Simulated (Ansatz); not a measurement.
# A computed series for Mo: response to strain

Consider Mo in the bcc (W type) structure (space group Im-3m, No. 229; a = 3.130 Å; relaxed with 0.1 eV smearing). Axes: x, y, z lie along the cube axes.

Strains are applied to the cell and any free atomic positions relax; under biaxial strain the out-of-plane vector relaxes too; under stress the whole cell relaxes.

Level of theory: Ansatz (a program for electronic structure) PBEsol, spin-orbit coupling left out, earlier PAW set.

Notes on the quantities. energy relative to the base: free energy F; pressure: mean of the normal stresses, compression positive.

| case | space group | energy relative to the base | pressure | shortest interatomic distance |
|---|---|---|---|---|
| base | Im-3m (No. 229) | 0 meV/atom | 0.0 GPa | 271.1 pm |
| biaxial strain +0.35 %, plane normal [001], relaxed out of plane | I4/mmm (No. 139) | +0.6 meV/atom | -1.3 GPa | 271.5 pm |
| biaxial strain +1.04 %, plane normal [001], relaxed out of plane | I4/mmm (No. 139) | [?] | -3.6 GPa | 272.3 pm |
| isotropic strain +1.10 % | Im-3m (No. 229) | +14 meV/atom | -8.6 GPa | 274.1 pm |
| uniaxial stress, 3 GPa tension along z | I4/mmm (No. 139) | +1.1 meV/atom | – | [?] |

Q: What belongs in the blanks?

A: 
- biaxial strain +1.04 %, plane normal [001], relaxed out of plane, energy relative to the base: +5.5 meV/atom
- uniaxial stress, 3 GPa tension along z, shortest interatomic distance: 271.4 pm

Beyond what the load breaks, stability against distortions was not tested. All final runs are without spin polarisation.
